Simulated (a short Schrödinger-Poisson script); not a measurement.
System: gated Al0.33Ga0.67As/GaAs modulation-doped gas, at 77 K.

| layer | material | thickness (nm) | Nd (cm⁻³) | Na (cm⁻³) |
|---|---|---|---|---|
| 1 | Al0.33Ga0.67As | 30 | - | - |
| 2 | Al0.33Ga0.67As | 10 | 1.3e18 | - |
| 3 | Al0.33Ga0.67As | 5 | - | - |
| 4 | GaAs | 6000 | - | 8e14 |

Constants are typed, rounded textbook-type inputs, not results; the design itself was drawn at random and stands for no fabricated device. Al0.33Ga0.67As: permittivity 11.96, conduction-band edge (eV) 0.261, gap (eV) 1.836, electron mass (mₑ) 0.0944, Nv at 300 K (cm⁻³) 9e18. GaAs: permittivity 12.9, conduction-band edge (eV) 0, gap (eV) 1.424, Nv at 300 K (cm⁻³) 9e18.

Channel valleys (confinement mass, in-plane density-of-states mass, number): Γ 0.067, 0.067, 1. At the gate the conduction-band edge of layer 1 lies 1.01 eV − eVg above the Fermi level of the channel; the field vanishes at the back. Donor level 0.02 eV below the band edge. The barrier under the gate holds no holes. Gaps are held at their typed values at every temperature. Mesh 0.08 nm at interfaces.

Solved with a short Schrödinger-Poisson script written for these runs: 1D Poisson equation in equilibrium, electrons quantum, Hartree plus LDA exchange-correlation (BenDaniel-Duke, 40 states a valley, the channel's in-plane mass for all, wave functions free to enter the barrier), parabolic valleys, classical holes, donors ionised by Fermi statistics, acceptors fully, no traps, pinning or gate leakage.

The same stack at other levels of the model or other numerical settings:

```tsv
run	sheet density of all electrons at Vg = 0.5 V (cm⁻²)	capacitance at Vg = 0.5 V (μF/cm²)	centroid of the channel electrons at Vg = 0.5 V (nm)	gate voltage at 1e11 electrons/cm² (V)	rough cost against the base
base	4.33e11	0.210	6.59	0.24	about 1
electrons treated as classical, Boltzmann	4.79e11	0.227	?	0.23	0.03
electrons treated as classical, Fermi-Dirac	4.42e11	0.210	4.56	0.24	0.09
electrons treated as quantum, Hartree	?	0.208	?	0.25	about 1
mesh six times as coarse	4.33e11	0.210	6.58	0.24	0.3
one subband a valley	4.32e11	0.210	6.32	0.24	0.2
```

What belongs in the gaps?


- electrons treated as quantum, Hartree, centroid of the channel electrons at Vg = 0.5 V (nm): 6.93
- electrons treated as classical, Boltzmann, centroid of the channel electrons at Vg = 0.5 V (nm): 2.15
- electrons treated as quantum, Hartree, sheet density of all electrons at Vg = 0.5 V (cm⁻²): 4.22e11

The classical rows ignore confinement, and Boltzmann statistics overrate the density once the band edge passes the Fermi level.
